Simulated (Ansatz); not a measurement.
Start from Nb in the bcc (W type) structure (space group Im-3m, No. 229).

```
Nb
1.0
   -1.65133     1.65133     1.65133
    1.65133    -1.65133     1.65133
    1.65133     1.65133    -1.65133
Nb
1
Direct
  0.00000   0.00000   0.00000
```

Method: r2SCAN/PAW in Ansatz (a quantum-chemistry and plane-wave program), no spin-orbit coupling.

Before the change:

The pressure is 0.0 GPa.

The change: the cell is scaled by 0.9884 in all directions; the atoms relax in the strained cell.

Q: What does the calculation give for the energy relative to the base and pressure after the change?

A: The energy rises by 12 meV/atom; the pressure goes from zero to 6.5 GPa.

Whether these cells are dynamically stable was not tested. The final runs are not spin-polarised.
